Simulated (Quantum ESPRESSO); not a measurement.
A user runs Quantum ESPRESSO on Mg₅Sn (R32, 6 atoms in the cell) and asks whether the run is sound. The aim is a self-consistent single point with DFT, LDA (PZ), plane waves, GBRV 1.5 ultrasoft (LDA) pseudopotentials.

Cell that was meant: a = 6.0806 Å, b = 6.0806 Å, c = 6.0806 Å, α = 53.83°, β = 53.83°, γ = 53.83°.

Part of the input:

```fortran
    ecutrho = 200
    occupations = 'smearing'
    smearing = 'fermi-dirac'
    degauss = 0.1
/
&ELECTRONS
    conv_thr = 1e-10
```

Log, with long lists cut:

```
     Message from routine setup:
     using ibrav=0 with symmetry is DISCOURAGED, use correct ibrav instead
     G-vector sticks info
   [... lines left out ...]
        k(    1) = (   0.0000000   0.0000000   0.0000000), wk =   0.0160000
        k(    2) = (   0.0000000  -0.2550766   0.0782009), wk =   0.0960000
        k(    3) = (   0.0000000  -0.5101532   0.1564018), wk =   0.0960000
   [... 16 lines left out ...]

     Dense  grid:    43785 G-vectors     FFT dimensions: (  54,  54,  54)

     Smooth grid:    31365 G-vectors     FFT dimensions: (  48,  48,  48)

     Initial potential from superposition of free atoms

     starting charge      61.4990, renormalised to      64.0000
     Self-consistent Calculation

     iteration #  1     ecut=    40.00 Ry     beta= 0.40

     total energy              =    -784.76054238 Ry
     estimated scf accuracy    <       1.54684438 Ry

     iteration #  2     ecut=    40.00 Ry     beta= 0.40

     total energy              =    -784.74881493 Ry
     estimated scf accuracy    <       0.21562495 Ry

     iteration #  3     ecut=    40.00 Ry     beta= 0.40

     total energy              =    -784.78402489 Ry
     estimated scf accuracy    <       0.00987897 Ry

   [... 6 blocks of this kind left out ...]

     iteration # 10     ecut=    40.00 Ry     beta= 0.40

     total energy              =    -784.78464686 Ry
     estimated scf accuracy    <          9.3E-10 Ry

     iteration # 11     ecut=    40.00 Ry     beta= 0.40
     End of self-consistent calculation

     the Fermi energy is     6.5586 ev

!    total energy              =    -784.78464686 Ry
     estimated scf accuracy    <          7.2E-11 Ry
     smearing contrib. (-TS)   =      -1.02207831 Ry
     internal energy E=F+TS    =    -783.76256855 Ry

     convergence has been achieved in  11 iterations

     Forces acting on atoms (cartesian axes, Ry/au):

     atom    1 type  1   force =     0.00111856    0.00000000    0.00000000
     atom    2 type  1   force =    -0.00055928    0.00096870    0.00000000
     atom    3 type  1   force =    -0.00055928   -0.00096870    0.00000000
     atom    4 type  1   force =     0.00000000    0.00000000   -0.00004119
   [... lines left out ...]

     Total force =     0.001938     Total SCF correction =     0.000008

          total   stress  (Ry/bohr**3)                   (kbar)     P=       32.61
   0.00021615   0.00000000  -0.00000000           31.80        0.00       -0.00
   0.00000000   0.00021615   0.00000000            0.00       31.80        0.00
   0.00000000   0.00000000   0.00023282            0.00        0.00       34.25

   JOB DONE.
```

Is anything amiss in this input, and did it matter?

The run is not sound. The fault is an energy in the wrong unit. A bare number is read in the key's own unit, and eV, Ry (13.6 eV) and Ha (27.2 eV) lie far apart, so the setting ends up far from the one that was meant. To fix it, convert the value to the unit that the key expects. The run converged in 11 iterations without an error; against the sound input the free energy drops by 1.25 eV/atom, the pressure goes from -1.74 to 3.26 GPa and the largest force goes from 0.020 to 0.029 eV/Å.

An input that runs soundly differs in these lines (not the only fix; some lines may just follow from the change or write a value another way):
```diff
-    degauss = 0.1
+    degauss = 0.0073499
```

With that input, the run converged in 11 iterations: free energy E − TS -10670.0491 eV; Fermi level (on the code's own zero) 6.74 eV; pressure -1.74 GPa; largest force (vector length) 0.020 eV/Å (DFT, LDA (PZ), plane waves, GBRV 1.5 ultrasoft (LDA) pseudopotentials).

On the sound input: the starting cell comes from a database of computed structures (which also holds hypothetical and non-ambient phases and stackings), without a prior relaxation at this level.
